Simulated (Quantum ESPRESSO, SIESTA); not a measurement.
A SIESTA input for a self-consistent single point of MnSi (P2_13, 8 atoms in the cell) (DFT, GGA PBE, numerical atomic orbitals TZP, PseudoDojo PBE standard norm-conserving potentials (rewritten from UPF to PSML)):

```
# files in the folder: Mn.psml Si.psml (PseudoDojo PBE standard)
SystemName  MnSi
SystemLabel mnsi

NumberOfAtoms                8
NumberOfSpecies              2
%block ChemicalSpeciesLabel
  1 25 Mn
  2 14 Si
%endblock ChemicalSpeciesLabel
LatticeConstant              1.0 Bohr
%block LatticeVectors
     8.096911416    0.000000000    0.000000000
     0.000000000    8.096911416    0.000000000
     0.000000000    0.000000000    8.096911416
%endblock LatticeVectors
AtomicCoordinatesFormat      Ang
%block AtomicCoordinatesAndAtomicSpecies
     1.557660202    0.584690298    3.700010702  1
     0.584690298    3.700010702    1.557660202  1
     3.700010702    1.557660202    0.584690298  1
     2.727040798    2.727040798    2.727040798  1
     2.803137088    3.623914412    0.660786588  2
     3.623914412    0.660786588    2.803137088  2
     0.660786588    2.803137088    3.623914412  2
     1.481563912    1.481563912    1.481563912  2
%endblock AtomicCoordinatesAndAtomicSpecies

XC.functional                GGA
XC.authors                   PBE
PAO.BasisSize                TZP
PAO.EnergyShift              0.01 Ry
MeshCutoff                   300 Ry
%block kgrid.MonkhorstPack
    5   0   0  0.0
    0   5   0  0.0
    0   0   5  0.0
%endblock kgrid.MonkhorstPack
OccupationFunction           FD
ElectronicTemperature        136.0 meV
Spin                         polarized
%block DM.InitSpin
  1 +4.00
  2 +4.00
  3 +4.00
  4 +4.00
  5 +0.00
  6 +0.00
  7 +0.00
  8 +0.00
%endblock DM.InitSpin

MaxSCFIterations             150
SCF.Mixer.Method             Broyden
SCF.Mixer.Weight             0.1
SCF.Mixer.History            6
SCF.DM.Tolerance             1.0E-04
Diag.ParallelOverK           true
WriteForces                  true
Charge.Mulliken              end
```

Q: Give the Quantum ESPRESSO input for the same structure, mesh, smearing and functional.

A: One input that does it (others would too):

```fortran
&CONTROL
    calculation = 'scf'
    prefix = 'run'
    outdir = './tmp/'
    pseudo_dir = './'
    tprnfor = .true.
    tstress = .true.
/
&SYSTEM
    ibrav = 1
    celldm(1) = 8.09691142
    nat = 8
    ntyp = 2
    ecutwfc = 50
    ecutrho = 400
    occupations = 'smearing'
    smearing = 'fermi-dirac'
    degauss = 0.0099958
    nspin = 2
    starting_magnetization(1) = 0.267
/
&ELECTRONS
    conv_thr = 1e-10
    mixing_beta = 0.4
/
ATOMIC_SPECIES
Mn    54.9380  mn_pbe_v1.5.uspp.F.UPF
Si    28.0850  Si.pbe-n-rrkjus_psl.1.0.0.UPF
ATOMIC_POSITIONS {angstrom}
Mn    1.55766020    0.58469030    3.70001070
Mn    0.58469030    3.70001070    1.55766020
Mn    3.70001070    1.55766020    0.58469030
Mn    2.72704080    2.72704080    2.72704080
Si    2.80313709    3.62391441    0.66078659
Si    3.62391441    0.66078659    2.80313709
Si    0.66078659    2.80313709    3.62391441
Si    1.48156391    1.48156391    1.48156391
K_POINTS {automatic}
5 5 5  0 0 0
```

Basis settings and potentials, where a program has them, do not carry over. This input uses DFT, PBE, plane waves, SSSP 1.1.2 efficiency (PBE) pseudopotentials.

The starting cell comes from a database of computed structures (which also holds hypothetical and non-ambient phases and stackings), without a prior relaxation at this level. Its lattice was rescaled by a random factor within 2.5 % of one. For this run, on top of that: lattice scaled by 0.98.
